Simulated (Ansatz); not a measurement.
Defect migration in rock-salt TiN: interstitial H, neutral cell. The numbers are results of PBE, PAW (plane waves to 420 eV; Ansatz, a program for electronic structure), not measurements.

64-site cell at the relaxed PBE lattice, a 2×2×2 k-point mesh shifted by half a step, smearing 0.10 eV, spin-restricted, no finite-size correction. Static, classical nuclei. Sites that were not tried may lie lower.

Barriers: single points on a 4×4×4 k-point mesh shifted by half a step at the bands' geometries.

Relaxed starting cell (atoms counted from 1):

```yaml
crystal:
  lattice:
    - [8.49380, 0.00000, 0.00000]
    - [0.00000, 8.49380, 0.00000]
    - [0.00000, 0.00000, 8.49380]
  atoms:
    - { symbol: Ti, position: [0.00032, 0.99508, 0.99923] }
    - { symbol: Ti, position: [0.99883, 0.00190, 0.49931] }
    - { symbol: Ti, position: [0.00124, 0.50467, 0.99833] }
    - { symbol: Ti, position: [0.99947, 0.49792, 0.49972] }
    - { symbol: Ti, position: [0.50025, 0.00190, 0.00072] }
    - { symbol: Ti, position: [0.49936, 0.98926, 0.50021] }
    - { symbol: Ti, position: [0.49984, 0.49792, 0.00010] }
    - { symbol: Ti, position: [0.50566, 0.52322, 0.49390] }
    - { symbol: N, position: [0.24989, 0.99940, 0.99931] }
    - { symbol: N, position: [0.24941, 0.00006, 0.49888] }
    - { symbol: N, position: [0.25040, 0.49991, 0.99871] }
    - { symbol: N, position: [0.25278, 0.49752, 0.49812] }
    - { symbol: N, position: [0.75080, 0.99950, 0.00024] }
    - { symbol: N, position: [0.74869, 0.00162, 0.49999] }
    - { symbol: N, position: [0.75091, 0.50042, 0.99931] }
    - { symbol: N, position: [0.75025, 0.50089, 0.49889] }
    - { symbol: Ti, position: [0.99884, 0.25005, 0.25117] }
    - { symbol: Ti, position: [0.99947, 0.25047, 0.74718] }
    - { symbol: Ti, position: [0.00032, 0.74999, 0.24433] }
    - { symbol: Ti, position: [0.00123, 0.74906, 0.75393] }
    - { symbol: Ti, position: [0.49935, 0.25095, 0.23854] }
    - { symbol: Ti, position: [0.50565, 0.24464, 0.77250] }
    - { symbol: Ti, position: [0.50025, 0.75147, 0.25115] }
    - { symbol: Ti, position: [0.49984, 0.75084, 0.74718] }
    - { symbol: N, position: [0.24942, 0.24963, 0.24931] }
    - { symbol: N, position: [0.25279, 0.24887, 0.74678] }
    - { symbol: N, position: [0.24989, 0.75005, 0.24866] }
    - { symbol: N, position: [0.25040, 0.74945, 0.74916] }
    - { symbol: N, position: [0.74869, 0.25074, 0.25087] }
    - { symbol: N, position: [0.75025, 0.24963, 0.75014] }
    - { symbol: N, position: [0.75080, 0.75099, 0.24876] }
    - { symbol: N, position: [0.75090, 0.75006, 0.74967] }
    - { symbol: Ti, position: [0.25126, 0.00164, 0.25090] }
    - { symbol: Ti, position: [0.25218, 0.00229, 0.74738] }
    - { symbol: Ti, position: [0.25218, 0.49812, 0.25156] }
    - { symbol: Ti, position: [0.25359, 0.49672, 0.74596] }
    - { symbol: Ti, position: [0.74795, 0.00236, 0.25161] }
    - { symbol: Ti, position: [0.74867, 0.00164, 0.74830] }
    - { symbol: Ti, position: [0.74866, 0.49904, 0.25090] }
    - { symbol: Ti, position: [0.74802, 0.49813, 0.74738] }
    - { symbol: N, position: [0.99932, 0.99950, 0.24876] }
    - { symbol: N, position: [0.00025, 0.99941, 0.74967] }
    - { symbol: N, position: [0.00025, 0.50042, 0.24866] }
    - { symbol: N, position: [0.00086, 0.49990, 0.74916] }
    - { symbol: N, position: [0.49957, 0.00161, 0.25087] }
    - { symbol: N, position: [0.50068, 0.00005, 0.75015] }
    - { symbol: N, position: [0.50068, 0.50089, 0.24931] }
    - { symbol: N, position: [0.50144, 0.49752, 0.74678] }
    - { symbol: Ti, position: [0.25239, 0.25047, 0.00011] }
    - { symbol: Ti, position: [0.22707, 0.24465, 0.49389] }
    - { symbol: Ti, position: [0.24564, 0.74907, 0.99833] }
    - { symbol: Ti, position: [0.25238, 0.75084, 0.49972] }
    - { symbol: Ti, position: [0.74841, 0.25006, 0.00072] }
    - { symbol: Ti, position: [0.76101, 0.25096, 0.50020] }
    - { symbol: Ti, position: [0.75522, 0.74998, 0.99925] }
    - { symbol: Ti, position: [0.74841, 0.75147, 0.49931] }
    - { symbol: N, position: [0.00058, 0.24987, 0.99898] }
    - { symbol: N, position: [0.99559, 0.24971, 0.49897] }
    - { symbol: N, position: [0.00035, 0.74996, 0.99921] }
    - { symbol: N, position: [0.00058, 0.74973, 0.49913] }
    - { symbol: N, position: [0.50060, 0.24971, 0.00398] }
    - { symbol: N, position: [0.50352, 0.24677, 0.49603] }
    - { symbol: N, position: [0.50043, 0.74973, 0.99898] }
    - { symbol: N, position: [0.50059, 0.75470, 0.49896] }
    - { symbol: H, position: [0.43283, 0.31740, 0.56672] }
```

End state 1 differs by these moves (Å; atoms that move under 0.08 Å are left out):

| atom | element | Δx | Δy | Δz |
|---|---|---|---|---|
| 8 | Ti | 0.00 | 0.00 | 0.09 |
| 21 | Ti | 0.05 | -0.05 | -0.11 |
| 22 | Ti | -0.05 | 0.05 | -0.11 |
| 50 | Ti | 0.00 | 0.00 | 0.09 |
| 61 | N | 0.00 | 0.00 | -0.08 |
| 65 | H | 0.00 | 0.00 | -1.15 |

Question: What is the computed forward and backward barriers to end state 1 (PBE, PAW)?

Answer: forward 0.16 eV, backward 0.16 eV; at the saddle point atom 65 has neighbours N at 1.03, N at 1.98; 2 Ti at 1.85 Å. The saddle point's order was not checked, and it lies on a symmetry element of the cell, where a band can be held.
